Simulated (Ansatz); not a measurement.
HgSe (model structure, started from the beta GaS type, P6₃/mmc, No. 194, 8 atoms in the cell): properties by level of theory

```
level (code)         equilibrium lattice constant a (Å)  c axis length (Å)
-------------------  ----------------------------------  -----------------
PBE (Ansatz)                                        ___             16.794
PBEsol (Ansatz)                                   4.379                ___
PBE-D3(BJ) (Ansatz)                               4.412             14.611
```

**Question.** Complete the blanks.

**Answer.** 
- PBE (Ansatz, a quantum-chemistry and plane-wave program), equilibrium lattice constant a (Å): 4.469
- PBEsol (Ansatz), c axis length (Å): 14.996

Ansatz's density-functional and Hartree–Fock values are scalar-relativistic unless marked +SOC, with PAW data made under PBE.

Static lattice: no zero-point or thermal effects.

A model structure was made by putting elements into a prototype or built by hand; it is no filed structure, need not be a known phase, and can be a saddle point held by its symmetry.
